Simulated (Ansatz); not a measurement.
**A self-consistent single point of Rh (Fm-3m, 1 atom in the cell) with Ansatz (a first-principles code)**

Computed with PBE (plane waves, PAW; Ansatz).

The input file:

Ansatz 0.2 input:
```yaml
# Rh
crystal:
  lattice:
    - [0.00000000, 1.90950000, 1.90950000]
    - [1.90950000, 0.00000000, 1.90950000]
    - [1.90950000, 1.90950000, 0.00000000]
  atoms:
    - { symbol: Rh, position: [0.00000000, 0.00000000, 0.00000000] }
basis:
  ecutwfc: 420.0
kpoints:
  mp_grid: { grid: [15, 15, 15] }
hamiltonian:
  xc: pbe
  pseudopotentials: { kind: paw }
scf:
  occupations: { method: fermi_dirac, width: 0.1 }
output:
  forces: true
  eigenvalues: true
  stress: true
```

Log, with long lists cut:

```
WARN ansatz: RAYON_NUM_THREADS=1 ignored (pool sized by the plan → 1); use --threads N
Pseudopotentials: kind: paw
Pseudopotential: Rh, paw, valence charge 17
Crystal: 1 atoms, lattice volume = 13.925 Å³
Basis set: ecut = 420 eV, 283 PW (Γ), exchange–correlation on 40×40×40 points (8 copies of the dense FFT grid, shifted against one another)
Bands: 13, of which v1, the nominal top of the filled ones, is band 9 counted from 1 (8 counted from 0)
Symmetry: 48 space group operations
Space group: Fm-3m (ITA 225), of the structure as read, at distance tolerance 2.4e-5 Å
k-points: 120 of 3375
Initial density: superposition of atomic densities (neutral atoms: chi_scale 0, normalization atom), corrected by the library's trained network
Initial wavefunctions: pseudopotential atomic-orbital guess
Eigensolver: davidson
Functional: x = pbe(κ = 0.804, μ = 0.2195149727645171), c = pbe(β = 0.06672455060314922)
SCF iter   1: F=—  HF=-6402.910302 eV  |F-HF|=—  |Δ(HF+E_count)|=         —  Δρ=2.74e-3  dr2=2.63e-4  ethr=1.77e-3  ⟨swp⟩=4.9  Hψ=8570  notcnv=0
all-band conjugate gradients solve this SCF's bands
preconditioner: auto → none
SCF iter   2: F=—  HF=-6402.910476 eV  |F-HF|=—  |Δ(HF+E_count)|=   1.74e-4  Δρ=1.40e-3  dr2=5.46e-5  ethr=1.55e-6  ⟨swp⟩=2.8  Hψ=3704  notcnv=0
SCF iter   3: F=—  HF=-6402.910496 eV  |F-HF|=—  |Δ(HF+E_count)|=   1.99e-5  Δρ=6.45e-4  dr2=1.18e-5  ethr=3.21e-7  ⟨swp⟩=2.1  Hψ=2143  notcnv=0
SCF iter   4: F=—  HF=-6402.910507 eV  |F-HF|=—  |Δ(HF+E_count)|=   1.06e-5  Δρ=6.36e-5  dr2=1.73e-7  ethr=6.95e-8  ⟨swp⟩=2.5  Hψ=2431  notcnv=0
iter 5 did not close the SCF: its close was put off for the readings that it lacked (scf_convergence_deferred on its scf_iter line)
SCF iter   5: F=-6402.910507 eV  HF=-6402.910507 eV  |F-HF|=4.67e-10  |Δ(HF+E_count)|=   5.79e-8  Δρ=6.72e-6  dr2=1.64e-9  ethr=1.02e-9  ⟨swp⟩=2.5  Hψ=2268  notcnv=0
SCF iter   6: F=-6402.910507 eV  HF=-6402.910507 eV  |F-HF|=2.14e-10  |Δ(HF+E_count)|=  2.39e-10  Δρ=2.73e-6  dr2=4.29e-10  ethr=9.63e-12  ⟨swp⟩=1.5  Hψ=4663  notcnv=0
SCF 1 converged in 6 iterations: F = -6402.910507 eV  dr2 = 4.29e-10
SCF converged after 6 iterations
Free energy (F): -6402.910507 eV
Harris-Foulkes:  -6402.910507 eV  (|F-HF|=2.14e-10)
Internal energy: -6402.865573 eV  (E = F + TS)
E sigma→0 (E₀):  -6402.888040 eV
Entropy (-TS):   -0.044934 eV (-44.934 meV/atom)
Fermi energy:    22.020668 eV
--- Per-component energies (eV) ---
  E_band       = -90.580905
  E_kinetic    = 573.090251
  E_local      = -1578.798258  (includes V_loc(G=0)·N_el)
  E_nonlocal   = 354.524457
  E_hartree    = 555.076994
  E_xc         = -221.881017
  E_vxc        = -278.546648  (∫ρ·V_xc dr)
  E_paw        = -3586.856845  (= ΣΔE_a)
  E_vpaw       = -271.006073  (= ΣTr[D̂ρ^β])
  E_aug_tail   = 0.000875  (compensation charges beyond the density's cutoff)
  E_ewald      = -2498.022029
  E_smearing   = -0.044934  (= −TS)
  E_closure    = 0.000000  (closes the sum)
  Σ components = -6402.910507   (vs F -6402.910507, Δ=0.00e0)
--- Forces (eV/Å), atoms counted from 1 ---
  atom   1  Rh    -0.00000000     0.00000000    -0.00000000
  max |Σ_I F_I| component: 1.31e-31 eV/Å
--- Stress (GPa, compression-positive) ---
        2.623653      -0.000000       0.000000
       -0.000000       2.623653      -0.000000
        0.000000      -0.000000       2.623653
  P = ⅓ Tr σ = 2.6237 GPa (26.237 kbar)
  The stress holds the Pulay correction. Without it, at fixed plane waves, as pw.x and ABINIT print it: P = 2.5116 GPa
--- Band table (eV; the first three rows and the last of 120) ---
  k-point 0: bands = ["-56.8152", "-24.2993", "-24.2993", "-24.2993", "14.1587", "19.0073", "19.0073", "19.0073", "21.0511", "21.0511", "37.8439", "43.1101", "43.1101"]
  k-point 1: bands = ["-56.8106", "-24.3306", "-24.3035", "-24.3035", "14.3352", "18.9308", "19.0758", "19.0758", "21.0137", "21.0137", "38.0917", "42.2093", "43.3637"]
  k-point 2: bands = ["-56.7976", "-24.4186", "-24.3155", "-24.3155", "14.8306", "18.7576", "19.2411", "19.2411", "20.9500", "20.9500", "38.7105", "40.4488", "44.0880"]
  k-point 119: bands = ["-56.6736", "-24.7787", "-24.7468", "-24.5559", "17.1139", "18.0268", "18.5765", "20.8735", "22.9207", "31.2276", "31.2822", "33.5064", "34.9803"]
```

The run converged in 6 iterations.

The starting cell has typed, rounded lattice constants, without a prior relaxation at this level. Its lattice was rescaled by up to half a per cent. Spin polarisation is off. Ansatz's pressure includes its estimate of the finite-basis (Pulay) stress.
